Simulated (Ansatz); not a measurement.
The structure below was relaxed with PBEsol in Ansatz (plane waves to 420 eV, PAW, scalar-relativistic without spin-orbit coupling), at pressure 3 GPa.

```yaml
crystal:
  lattice:
    - [0.00000, 2.90707, 2.90707]
    - [2.90707, 0.00000, 2.90707]
    - [2.90707, 2.90707, 0.00000]
  atoms:
    - { symbol: Pb, position: [0.00000, 0.00000, 0.00000] }
    - { symbol: S, position: [0.50000, 0.50000, 0.50000] }
```

Question: Find the space group and the Wyckoff positions.

Answer: Space group Fm-3m (No. 225); a = 5.814 Å, b = 5.814 Å, c = 5.814 Å, α = 90.00°, β = 90.00°, γ = 90.00°

```
atom  site  symmetry       x       y       z
----  ----  --------  ------  ------  ------
Pb      4a      m-3m  0.0000  0.0000  0.0000
S       4b      m-3m  0.5000  0.5000  0.5000
```

Load acts through the strain it causes; cell and atoms are relaxed under it. No phonon test of stability was made. The final runs are not spin-polarised. The cell was made from PbS in the rock salt structure (space group Fm-3m, No. 225) by this change: pressure 3 GPa.

Ansatz is a first-principles code.
